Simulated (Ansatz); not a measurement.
# ZnS: uniaxial strain ε_zz = −1.20 %

The reference is ZnS in the wurtzite structure (space group P6_3mc, No. 186; a = 3.738 Å, c = 6.143 Å). Axes: x lies along a and z along c of the hexagonal cell.

One thing is altered: uniaxial strain ε_zz = −1.20 %, all other strain components held at zero, atoms relaxed at fixed cell.

Level of theory: Ansatz (a first-principles code) LDA, no SOC. k-mesh 10×10×6 (Γ-centred); smearing 0.05 eV (Fermi–Dirac).

The volume per atom drops by 0.223 Å³ (18.59 Å³ → 18.36 Å³) and the space group remains P6_3mc (No. 186). The shortest interatomic distance drops by 1.07 pm to 228.3 pm and the energy goes up by 1.4 meV/atom. The band gap goes up by 0.09 eV, from 2.19 eV to 2.28 eV and the gap character remains direct at Γ. The width of the top valence band hardly moves (2.37 eV against 2.38 eV) and the electron mass goes from 0.15 mₑ along c, 0.18 mₑ across (at Γ) to 0.16 mₑ along z, 0.18 mₑ across (at Γ). The valence-band top at Γ (three highest levels, from the VBM) goes from 0.00, 0.00, -0.10 eV to 0.00, 0.00, -0.04 eV and the stress (xx, yy, zz, yz, xz, xy; compression positive) amounts to (0.64, 0.64, 2.02, 0.00, 0.00, 0.00) GPa.

Final structure:

```xyz
4
Lattice="3.7383 0.0000 0.0000 -1.8691 3.2374 0.0000 0.0000 0.0000 6.0692" Properties=species:S:1:pos:R:3 pbc="T T T"
Zn     0.0000     2.1583    -0.0033
Zn     1.8691     1.0791     3.0313
S      0.0000     2.1583     2.2793
S      1.8691     1.0791     5.3139
```

Effective masses come from finite differences of ±0.01 Å⁻¹. No phonon test of stability was made.
